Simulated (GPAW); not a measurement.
Input and output of a self-consistent single point for Ba (P4/mmm, 1 atom in the cell) (GPAW)

Method of the run: LDA (Perdew-Wang 92), GPAW PAW datasets LDA (gpaw-data 1.0.1) (plane waves; GPAW).

Input as run:

```python
from ase import Atoms
from ase.units import GPa
from gpaw import GPAW

atoms = Atoms(['Ba'],
              cell=[[3.999650, 0.000000, 0.000000],
                    [0.000000, 3.999650, 0.000000],
                    [0.000000, 0.000000, 3.605540]],
              scaled_positions=[[0.500000, 0.500000, 0.500000]],
              pbc=True)

calc = GPAW(mode={'name': 'pw', 'ecut': 550},
            xc='LDA',
            kpts={'size': (6, 6, 6), 'gamma': True},
            occupations={'name': 'methfessel-paxton', 'width': 0.1, 'order': 1},
            nbands=-7,
            convergence={'density': 1e-05},
            symmetry={'symmorphic': False, 'tolerance': 0.0005},
            maxiter=100)

atoms.calc = calc

energy = atoms.get_potential_energy()
print('Energy (eV):', round(energy, 6))
forces = atoms.get_forces()
print('Forces (eV/Ang):')
print(forces.round(5))
stress = atoms.get_stress()
print('Stress (GPa, Voigt):', (stress / GPa).round(4))
```

Log, with long lists cut:

```
Input parameters:
  convergence: {density: 1e-05}
  kpts: {gamma: True,
         size: (6, 6, 6)}
  maxiter: 100
  mode: {ecut: 550,
         name: pw}
  nbands: -7
  occupations: {name: methfessel-paxton,
                order: 1,
                width: 0.1}
  symmetry: {symmorphic: False,
             tolerance: 0.0005}

species:
  Ba:
    name: Barium
    Z: 56.0
    valence: 10
    core: 46
    charge: 0.0
    file: Ba.LDA.gz

    # Using partial waves for Ba as LCAO basis

Reference energy: -221107.773552  # eV

Spin-paired calculation

Convergence criteria:
 Maximum [total energy] change in last 3 cyles: 0.0005 eV / valence electron
 Maximum integral of absolute [dens]ity change: 1e-05 electrons / valence electron
 Maximum integral of absolute [eigenst]ate change: 4e-08 eV^2 / valence electron
 Maximum number of scf [iter]ations: 100

Symmetries present (total): 16
Symmetries with fractional translations: 0
216 k-points: 6 x 6 x 6 Monkhorst-Pack grid + [1/12,1/12,1/12]
40 k-points in the irreducible part of the Brillouin zone
       k-points in crystal coordinates                weights
   0:     0.00000000    0.00000000    0.00000000          1/216
   1:     0.00000000    0.00000000    0.16666667          2/216
   2:     0.00000000    0.00000000    0.33333333          2/216
   [... 7 lines left out ...]
          ...
  39:     0.50000000    0.50000000    0.50000000          1/216

Wave functions: Plane wave expansion
  Cutoff energy: 550.000 eV
  Number of coefficients (min, max): 1668, 1720
  Pulay-stress correction: 0.000000 eV/Ang^3 (de/decut=0.000000)

Occupation numbers: Methfessel-Paxton:
  width: 0.1000  # eV
  order: 1

Eigensolver

Densities:
  Coarse grid: 24*24*20 grid
  Fine grid: 48*48*40 grid
  Total Charge: 0.000000

Density mixing:
  Method: separate
  Backend: pulay
  Linear mixing parameter: 0.05
  old densities: 5
  Damping of long wavelength oscillations: 50

Hamiltonian:
  XC and Coulomb potentials evaluated on a 48*48*40 grid
  External potential:
    NoExternalPotential

Number of atoms: 1
Number of atomic orbitals: 5
Number of bands in calculation: 12
Number of valence electrons: 10
Bands to converge: occupied

Density initialized from atomic densities
  5 bands from LCAO basis set
  7 bands from random numbers

Atomic positions and initial magnetic moments

Positions:
   0 Ba     1.999825    1.999825    1.802770    ( 0.0000,  0.0000,  0.0000)

Unit cell:
           periodic     x           y           z      points  spacing
  1. axis:    yes    3.999650    0.000000    0.000000    24     0.1667
  2. axis:    yes    0.000000    3.999650    0.000000    24     0.1667
  3. axis:    yes    0.000000    0.000000    3.605540    20     0.1803

  Lengths:   3.999650   3.999650   3.605540
  Angles:   90.000000  90.000000  90.000000

Effective grid spacing dv^(1/3) = 0.1711

     iter     time        total  log10-change:
                         energy   eigst   dens
iter:   1 --:--:--    -0.966434
iter:   2 --:--:--    -2.004918   -0.34  -1.17
iter:   3 --:--:--    -2.133355   -1.40  -1.11
iter:   4 --:--:--    -1.880492   -1.67  -1.08
iter:   5 --:--:--    -1.884510   -2.97  -1.65
iter:   6 --:--:--    -1.875596   -3.15  -1.67
iter:   7 --:--:--    -1.873815   -3.67  -1.89
iter:   8 --:--:--    -1.873325c  -5.45  -2.13
iter:   9 --:--:--    -1.872717c  -4.36  -2.31
iter:  10 --:--:--    -1.872716c  -5.98  -3.19
iter:  11 --:--:--    -1.872705c  -6.99  -3.22
iter:  12 --:--:--    -1.872695c  -6.96  -3.32
iter:  13 --:--:--    -1.872692c  -7.21  -3.70
iter:  14 --:--:--    -1.872692c  -8.86c -4.38
iter:  15 --:--:--    -1.872693c  -8.61c -4.41
iter:  16 --:--:--    -1.872692c  -9.39c -4.61
iter:  17 --:--:--    -1.872692c  -9.64c -4.78
iter:  18 --:--:--    -1.872692c -10.49c -4.95
iter:  19 --:--:--    -1.872693c -10.29c -4.99
iter:  20 --:--:--    -1.872692c -10.70c -5.01c

Converged after 20 iterations.

Dipole moment: (0.000000, 0.000000, -0.000000) |e|*Ang

Energy contributions relative to reference atoms: (reference = -221107.773552)

Kinetic:         -0.775079
Potential:       +3.534494
External:        +0.000000
XC:              -4.585035
Entropy (-ST):   -0.001488
Local:           -0.046080
SIC:             +0.000000
--------------------------
Free energy:     -1.873189
Extrapolated:    -1.872692

Showing only first 2 kpts
 Kpt  Band  Eigenvalues  Occupancy
  0     3     -8.19161    2.00000
  0     4      2.71815    2.00000
  0     5      5.20456    2.02726
  0     6      5.23910    2.05743

  1     3     -8.53120    2.00000
  1     4      3.19011    2.00000
  1     5      5.43283    0.30359
  1     6      5.98050   -0.00000

Fermi level: 5.38668

No gap
No difference between direct/indirect transitions
Energy (eV): -1.872692

Forces in eV/Ang:
  0 Ba   -0.00000   -0.00000    0.00000

Stress tensor:
     0.012484     0.000000     0.000000
     0.000000     0.012484     0.000000
     0.000000     0.000000    -0.007411
Stress (GPa, Voigt): [ 2.0002  2.0002 -1.1873  0.      0.      0.    ]
```

The run converged in 20 iterations. GPAW prints stress with tension positive.

The starting cell comes from a database of computed structures (which also holds hypothetical and non-ambient phases and stackings), without a prior relaxation at this level.
